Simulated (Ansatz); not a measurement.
BeS (model structure, started from the wurtzite type, P6₃mc, No. 186, 4 atoms in the cell), treated with LDA (plane waves, PAW; Ansatz, a first-principles code).

Numerical settings: plane-wave cutoff 520 eV, 12×12×6 k mesh (along the axes of the cell as run), Fermi–Dirac smearing 0.01 eV, scalar-relativistic PAW data made under PBE.

The cell is the one relaxed with PBEsol. Conventional cell: a = 3.4117 Å, b = 3.4117 Å, c = 5.6250 Å, α = 90.00°, β = 90.00°, γ = 120.00°.

```yaml
crystal:
  lattice:
    - [3.41172, 0.00000, 0.00000]
    - [-1.70586, 2.95464, 0.00000]
    - [0.00000, 0.00000, 5.62504]
  atoms:
    - { symbol: Be, position: [0.66667, 0.33333, 0.99956] }
    - { symbol: Be, position: [0.33333, 0.66667, 0.49956] }
    - { symbol: S, position: [0.66667, 0.33333, 0.62564] }
    - { symbol: S, position: [0.33333, 0.66667, 0.12564] }
```

Problem. List the 9 lowest band energies at Γ above −25 eV (eV, relative to the valence band maximum), grouping those that round alike.

Solution. At Γ: -13.82, -12.19, -6.01, -1.18 (×2), -0.17, 0.00 (×2), 5.03.

Note: the relaxation could raise the start's symmetry but not lower it, so the cell can be a saddle point; cell and atoms aren't relaxed at this level (pressure -2.5 GPa).

A model structure was made by putting elements into a prototype or built by hand; it is no filed structure, need not be a known phase, and can be a saddle point held by its symmetry.
